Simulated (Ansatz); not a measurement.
## MgS: response to strain

Base system: MgS in the rock salt structure (space group Fm-3m, No. 225).

```xyz
2
Lattice="0.0000 2.5910 2.5910 2.5910 0.0000 2.5910 2.5910 2.5910 0.0000" Properties=species:S:1:pos:R:3 pbc="T T T"
Mg     0.0000     0.0000     0.0000
S      2.5910     2.5910     2.5910
```

Cartesian axes are those of the cell as printed.

Strains are applied to the cell and any free atomic positions relax; under biaxial strain the out-of-plane vector relaxes too.

Calculations: PBEsol (Ansatz, a program for electronic structure, PAW, no spin-orbit coupling).

| biaxial strain, plane normal [001], relaxed out of plane (%) | out-of-plane strain (%) |
|---|---|
| -3 | 1.69 |
| -2.5 | 1.40 |
| -2 | 1.11 |
| -1.5 | 0.82 |
| -1 | ? |
| -0.5 | 0.27 |
| 0 | 0.00 |

### Question
Fit ε⊥ = −νε + γε² (strains in %) to the rows shown and predict the withheld row.

### Answer
Least squares on the printed values gives ν = 0.53 (the biaxial Poisson response) and γ = 0.010 (largest residual 0.00 %); this predicts 0.54 %, and the run gives 0.55 %, in agreement.

Stability against distortions was not tested.
